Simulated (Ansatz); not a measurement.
Results of G0W0@PBEsol (Ansatz, an electronic-structure program, plane waves, hard PAW, contour deformation) for RbGeN (model structure, started from the NaSnP type, P6₃mc, No. 186, 6 atoms in the cell).

The cell is the one relaxed with PBEsol. Conventional cell: a = 3.2120 Å, b = 3.2120 Å, c = 12.0412 Å, α = 90.00°, β = 90.00°, γ = 120.00°.

One run with a 6×6×2 mesh, response cutoff 100 eV and 449 empty bands, not extrapolated in mesh or basis; no spin–orbit coupling.

Highest filled and lowest empty level by k point (fractions of the reciprocal vectors of the cell (3.212 -0.000 -0.000) (-1.606 2.782 0.000) (-0.000 0.000 12.041) Å; eV from the valence maximum of each method):

```tsv
k	PBEsol filled	PBEsol empty	QP filled	QP empty
0 0 0	0.00	1.30	0.00	1.95
0 0 -0.5	-0.76	1.87	-0.81	2.61
0 0.167 0	-0.08	2.56	-0.20	3.38
0 0.333 0	-0.16	1.94	…	…
0 -0.5 0	-0.96	1.42	-1.16	2.08
0.167 0.167 -0.5	-0.39	3.48	-0.54	4.27
0.167 0.333 -0.5	-0.74	2.32	-0.96	2.99
0.333 0.333 0	-0.53	2.33	…	…
```

Task: Estimate the withheld levels to about 0.1 eV.

Result: 
- 0 0.333 0, QP filled: -0.33
- 0 0.333 0, QP empty: 2.63
- 0.333 0.333 0, QP filled: -0.81
- 0.333 0.333 0, QP empty: 2.93

Note: filled d or f shells below the valence bands can shift G0W0 gaps through exchange with them, which wasn't tested here; the relaxation could raise the start's symmetry but not lower it, so the cell can be a saddle point.

A model structure was made by putting elements into a prototype or built by hand; it is no filed structure, need not be a known phase, and can be a saddle point held by its symmetry.
